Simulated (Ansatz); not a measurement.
Functionals compared on the (10-10) surface of hcp Os in its 1x1 cell, outermost plane spacing 0.80 Å in the ideal cut, in Ansatz (plane waves, PAW). The structure was relaxed with PBE; the other rows are single points on it, each with its references at the same level. Cutoff 420 eV (500 eV for r2SCAN).

Model: 10-atom slab, 10.3 Å thick at the start (thin: gaps and levels are the slab's own), 14x9x1 mesh, Fermi-Dirac 0.1 eV, dipole correction, all atoms relaxed; symmetry of the start imposed; no spin, no spin-orbit, no U. These notes are the PBE run's.

```csv
functional,surface energy (J/m²),work function of the top face (eV),rough cost of the single point
PBE,3.43,5.07,–
LDA,3.98,5.41,about 90 core-seconds (a rough figure)
PBEsol,3.85,5.19,very roughly 100 core-seconds
RPBE,3.21,4.93,about 100 core-seconds (a rough figure)
r2SCAN,(withheld),(withheld),very roughly 2.8 core-minutes
```

**Question.** Complete the blanks.

**Answer.** 
- r2SCAN, surface energy (J/m²): 3.68
- r2SCAN, work function of the top face (eV): 5.11

Ansatz is an electronic-structure program.
